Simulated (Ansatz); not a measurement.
White tin (β-Sn) was calculated with revPBE (PAW; Ansatz, an electronic-structure program).

Numerical settings: plane-wave cutoff 520 eV, 20×20×20 k mesh, Fermi–Dirac smearing 0.05 eV, scalar-relativistic PAW data made under PBE.

The volume scan:

| V (Å³/atom) | E − E_lowest (meV/atom) | P (GPa) |
|---|---|---|
| 27.861 | 7.02 | 2.008 |
| 28.442 | 1.70 | 0.949 |
| 29.022 | 0.00 | 0.008 |
| 29.603 | 1.52 | -0.829 |
| 30.183 | 5.89 | -1.573 |

Q: Estimate the bulk modulus from the pressures at 28.442 and 29.603 Å³/atom, and compare it with a fit to all energies.

A: B = −V dP/dV. Between V = 28.442 and 29.603 Å³/atom, dP/dV = (-0.829 − (0.949))/(29.603 − 28.442) = -1.53 GPa per Å³/atom; at the midpoint 29.023 Å³/atom this gives B ≈ 44.4 GPa. The third-order Birch–Murnaghan fit gives V0 = 29.027 Å³/atom, B0 = 44.3 GPa, B′ = 4.9, which lies within 1 % of that estimate.

Shape and atoms are relaxed at each volume.

Measured, for comparison: bulk modulus 57.0 GPa (temperature not stated, no zero-point or thermal correction; as tabulated in Chen et al. (2023), arXiv:2209.05059). Computed (rounded) less measured: bulk modulus -22 %.

Note: the bulk modulus comes from volumes at which shape and atoms were relaxed.

Spin–orbit coupling is not included.

Static lattice: no zero-point or thermal effects.
